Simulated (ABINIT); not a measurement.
Worked example: self-consistent single point of TePdSe (P3m1, 3 atoms in the cell) in ABINIT.

Level of theory: LDA (PW92), PAW (JTH v2.0 LDA PAW) (plane waves; ABINIT 10.0.3).

```xyz
3
Lattice="3.9274 0.0000 0.0000 -1.9637 3.4013 0.0000 0.0000 0.0000 5.0289" Properties=species:S:1:pos:R:3 pbc="T T T"
Te     0.0000     0.0000     3.6739
Pd     0.0000     2.2675     0.0448
Se     1.9637     1.1338     1.3102
```

Reference input (self-consistent single point, DFT, PBEsol, plane waves, PAW (JTH v2.0 PBE PAW, files made for PBE)): pseudos = [Te.GGA_PBE-JTH.xml, Pd.GGA_PBE-JTH.xml, Se.GGA_PBE-JTH.xml]; ecut = 653 eV; pawecutdg = 1306 eV; ixc = -116133; occopt = 7; tsmear = 0.00367493 Ha; ngkpt = 10 10 7; nshiftk = 1; shiftk = 0 0 0; potentials = JTH v2.0 PBE PAW; nband = 21; kptopt = 1. This run's input differs from it in these lines:

```diff
@@ -1,4 +1,4 @@
-# TePdSe, JTH v2.0 PBE PAW
+# TePdSe, JTH v2.0 LDA PAW
 pp_dirpath "./"
-pseudos "Te.GGA_PBE-JTH.xml, Pd.GGA_PBE-JTH.xml, Se.GGA_PBE-JTH.xml"
+pseudos "Te.LDA_PW-JTH.xml, Pd.LDA_PW-JTH.xml, Se.LDA_PW-JTH.xml"
 acell 7.4217861762 7.4217861762 9.5032248109
@@ -19,3 +19,2 @@
 pawecutdg 1306 eV
-ixc -116133
 occopt 7
```

Its files differ too (potentials: JTH v2.0 PBE PAW → JTH v2.0 LDA PAW).

The program printed (abridged):

```
--- !BeginCycle
solver: {iscf: 17, nstep: 50, nline: 4, wfoptalg: 10, }
tolerances: {tolvrs: 1.00E-10, }
...

     iter   Etot(hartree)      deltaE(h)  residm     nres2
 ETOT  1  -140.45935324862    -1.405E+02 7.446E+01 6.224E+01
 ETOT  2  -147.32532753036    -6.866E+00 5.664E-02 4.272E+01
 ETOT  3  -147.21667360385     1.087E-01 3.411E-02 5.361E+00
 ETOT  4  -147.22794702932    -1.127E-02 5.573E-02 4.277E+00
 ETOT  5  -147.22112197763     6.825E-03 1.085E-02 1.904E+00
   [... 16 lines left out ...]
 ETOT 22  -147.21614656271     3.922E-12 1.851E-05 2.607E-08
 ETOT 23  -147.21614656269     2.211E-11 1.261E-05 3.916E-09
 ETOT 24  -147.21614656269    -3.126E-13 1.489E-05 7.324E-10
 ETOT 25  -147.21614656269     6.253E-13 1.016E-05 2.987E-11
 At SCF step   25       nres2   =  2.99E-11 < tolvrs=  1.00E-10 =>converged.

 Cartesian components of stress tensor (hartree/bohr^3)
  sigma(1 1)=  1.59626193E-04  sigma(3 2)=  0.00000000E+00
  sigma(2 2)=  1.59626192E-04  sigma(3 1)=  0.00000000E+00
  sigma(3 3)=  1.62449829E-04  sigma(2 1)= -1.79754824E-12

 ----iterations are completed or convergence reached----

 reduced coordinates (array xred) for    3 atoms
       0.000000000000      0.000000000000      0.730550003191
       0.333333333333      0.666666666667      0.008910000039
       0.666666666667      0.333333333333      0.260540001138
 cartesian forces (eV/Angstrom) at end:
    1     -0.00000000000000    -0.00000000000000     0.02925866820581
    2     -0.00000000000000    -0.00000000000000     0.19720953756566
   [... lines left out ...]
 Fermi (or HOMO) energy (hartree) =  -0.01191   Average Vxc (hartree)=  -0.39642
   [... lines left out ...]
'-kT*entropy'       : -3.08349435440508E-04
total_energy        : -1.47216150021376E+02
total_energy_eV     : -4.00595516862302E+03
...

-Cartesian components of stress tensor (GPa)         [Pressure= -4.7241E+00 GPa]
- sigma(1 1)=  4.69636396E+00  sigma(3 2)=  0.00000000E+00
- sigma(2 2)=  4.69636393E+00  sigma(3 1)=  0.00000000E+00
- sigma(3 3)=  4.77943819E+00  sigma(2 1)= -5.28856863E-08

 Calculation completed.
```

The run converged in 25 iterations. 

The starting cell comes from a database of computed structures (which also holds hypothetical and non-ambient phases and stackings), without a prior relaxation at this level. Spin polarisation is off. With a pressure of about -5 GPa the cell is away from its equilibrium volume at this level.

These are the values that this program gave, and no reference: the one-centre exchange-correlation terms come from a truncated expansion.

Cost on one core of a shared machine: roughly 7 min.
